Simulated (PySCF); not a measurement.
PySCF 2.14.0, BP86/def2-svp, df: Si(Cl)(Me)2(NEtMe) (CCN(C)[Si](C)(C)Cl), 22 atoms. The geometry is a generated start, not checked to be a minimum at this level.

| Property | Value |
|---|---|
| task | energy |
| method | bp86 |
| basis | def2-svp |
| two-electron scheme | density fitting |
| mol.max_memory | 3000 MB |
| mf.max_cycle | 100 |
| mf.conv_tol | 1e-09 (default) |
| mf.grids.level | 3 (default) |
| basis functions | 190 |
| grid points | 259864 |

```xyz
22

C      2.2195     1.2999    -0.0188
C      1.2868     0.3210    -0.7287
N      0.5099    -0.4729     0.2035
C      1.2198    -1.6266     0.7121
Si    -1.1900    -0.2493     0.3820
C     -1.6104     1.6048     0.3649
C     -2.2547    -1.1623    -0.9180
Cl    -1.6795    -1.0136     2.2084
H      2.9541     0.7736     0.5843
H      1.6430     1.9522     0.6320
H      2.7501     1.9076    -0.7472
H      1.8724    -0.3476    -1.3714
H      0.6041     0.8831    -1.3672
H      2.1859    -1.3193     1.1095
H      0.6474    -2.0880     1.5101
H      1.3808    -2.3706    -0.0744
H     -1.4098     2.0496    -0.6042
H     -1.0425     2.1565     1.1073
H     -2.6640     1.7566     0.5788
H     -2.0906    -2.2362    -0.8814
H     -3.3150    -0.9908    -0.7582
H     -2.0173    -0.8279    -1.9234
```

With the defaults (mf.DIIS = CDIIS, mf.diis = true, mf.level_shift = 0, mf.diis_space = 8, mf.init_guess = minao, mf.damp = 0, mf.diis_start_cycle = 1) it converges in 13 Fock builds. One run each on 2 threads, 1 BLAS thread, with these changes:
- mf.damp = 0.7, mf.diis_start_cycle = 8
- mf.diis = false
- mf.init_guess = atom
- mf.diis_space = 20
- mf.diis_space = 3
- mf.level_shift = 1 Hartree
- mf.DIIS = ADIIS
- mf.diis = false, mf.damp = 0.7, mf.diis_start_cycle = 999
- mf.DIIS = EDIIS

Question: Name the settings that don't reach the solution of the defaults.

Answer: No convergence: mf.DIIS = EDIIS; mf.diis = false (the run ends without SCF convergence in 100 cycles). The rest reach the solution of the defaults.

```json
[
 {"setting": "the defaults", "Fock builds": "13", "end": "same solution"},
 {"setting": "mf.diis_space = 20", "Fock builds": "13", "end": "same solution"},
 {"setting": "mf.init_guess = atom", "Fock builds": "15", "end": "same solution"},
 {"setting": "mf.damp = 0.7, mf.diis_start_cycle = 8", "Fock builds": "15", "end": "same solution"},
 {"setting": "mf.DIIS = ADIIS", "Fock builds": "19", "end": "same solution"},
 {"setting": "mf.diis_space = 3", "Fock builds": "22", "end": "same solution"},
 {"setting": "mf.diis = false, mf.damp = 0.7, mf.diis_start_cycle = 999", "Fock builds": "26", "end": "same solution"},
 {"setting": "mf.level_shift = 1 Hartree", "Fock builds": "34", "end": "same solution"},
 {"setting": "mf.DIIS = EDIIS", "Fock builds": "101", "end": "no convergence"},
 {"setting": "mf.diis = false", "Fock builds": "101", "end": "no convergence"}
]
```
